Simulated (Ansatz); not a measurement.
Ansatz (a program for electronic structure) run on a defect of Mo (1 atoms in the cell): self-consistent single point.

Level of theory: LDA (PW92), PAW files made with PBE (plane waves; Ansatz).

The change in words: 2 x 1 x 1 supercell, one Mo atom taken out, nothing relaxed; kpoints.mp_grid.grid: 15 15 15 → 8 15 15. Reference geometry:
```
Mo
1.0
   -1.56713     1.56713     1.56713
    1.56713    -1.56713     1.56713
    1.56713     1.56713    -1.56713
Mo
1
Direct
  0.00000   0.00000   0.00000
```

Reference input (self-consistent single point, DFT, LDA (PW92), plane waves, PAW files made with PBE): basis.ecutwfc = 420 eV; kpoints.mp_grid.grid = 15 15 15; hamiltonian.xc = lda; hamiltonian.pseudopotentials = {kind: paw} (the program's default PAW files); scf.occupations.method = fermi_dirac; scf.occupations.width = 0.1 eV. This run's input differs from it in these lines:

Ansatz 0.2 input:
```diff
@@ -2,3 +2,3 @@
   lattice:
-    - [-1.567125, 1.567125, 1.567125]
+    - [-3.134250, 3.134250, 3.134250]
     - [1.567125, -1.567125, 1.567125]
@@ -6,3 +6,3 @@
   atoms:
-    - { symbol: Mo, position: [0.000000, 0.000000, 0.000000] }
+    - { symbol: Mo, position: [0.500000, 0.000000, 0.000000] }
 basis:
@@ -10,3 +10,3 @@
 kpoints:
-  mp_grid: { grid: [15, 15, 15] }
+  mp_grid: { grid: [8, 15, 15] }
 hamiltonian:
```

Log, with long lists cut:

```
SCF iter   1: F=—  HF=-4840.622116 eV  |F-HF|=—  |Δ(HF+E_count)|=         —  Δρ=7.81e-2  dr2=2.15e0  ethr=3.10e-3  ⟨swp⟩=5.1  Hψ=30057  notcnv=0
all-band conjugate gradients solve this SCF's bands
preconditioner: auto → none
SCF iter   2: F=—  HF=-4840.014939 eV  |F-HF|=—  |Δ(HF+E_count)|=   6.07e-1  Δρ=3.54e-2  dr2=4.29e-1  ethr=3.10e-3  ⟨swp⟩=2.4  Hψ=13349  notcnv=0
SCF iter   3: F=—  HF=-4839.884584 eV  |F-HF|=—  |Δ(HF+E_count)|=   1.30e-1  Δρ=7.78e-3  dr2=1.44e-2  ethr=3.07e-3  ⟨swp⟩=2.0  Hψ=8784  notcnv=0
SCF iter   4: F=—  HF=-4839.881598 eV  |F-HF|=—  |Δ(HF+E_count)|=   2.99e-3  Δρ=1.72e-3  dr2=8.71e-4  ethr=1.03e-4  ⟨swp⟩=1.8  Hψ=11323  notcnv=0
SCF iter   5: F=—  HF=-4839.881606 eV  |F-HF|=—  |Δ(HF+E_count)|=   7.54e-6  Δρ=4.59e-4  dr2=6.40e-5  ethr=6.22e-6  ⟨swp⟩=1.0  Hψ=5368  notcnv=0
SCF iter   6: F=—  HF=-4839.881609 eV  |F-HF|=—  |Δ(HF+E_count)|=   3.58e-6  Δρ=5.99e-5  dr2=9.16e-7  ethr=4.57e-7  ⟨swp⟩=2.3  Hψ=7818  notcnv=0
SCF iter   7: F=-4839.881609 eV  HF=-4839.881609 eV  |F-HF|=1.38e-9  |Δ(HF+E_count)|=   9.64e-8  Δρ=5.93e-6  dr2=6.92e-9  ethr=7.14e-10  ⟨swp⟩=6.0  Hψ=26076  notcnv=0
SCF 1 converged in 7 iterations: F = -4839.881609 eV  dr2 = 6.92e-9
Free energy (F): -4839.881609 eV
Internal energy: -4839.801700 eV  (E = F + TS)
E sigma→0 (E₀):  -4839.841655 eV
Entropy (-TS):   -0.079909 eV (-79.909 meV/atom)
Fermi energy:    8.358875 eV
--- Forces (eV/Å), atoms counted from 1 ---
  atom   1  Mo     0.00000000    -0.00000000     0.00000000
--- Stress (GPa, compression-positive) ---
      -27.904187      -0.008419      -0.008419
       -0.008419     -19.813935       9.837014
       -0.008419       9.837014     -19.813935
  P = ⅓ Tr σ = -22.5107 GPa (-225.107 kbar)
  The stress holds the Pulay correction. Without it, at fixed plane waves, as pw.x and ABINIT print it: P = -22.5119 GPa
```

The run converged in 7 iterations. Against the reference run the free energy goes up by 3.01 eV/atom.

The starting cell has typed, rounded lattice constants, without a prior relaxation at this level. Its lattice was rescaled by up to half a per cent. Spin polarisation is off.

The mesh has a lower symmetry than the crystal, so small forces and shears that the space group forbids can appear.
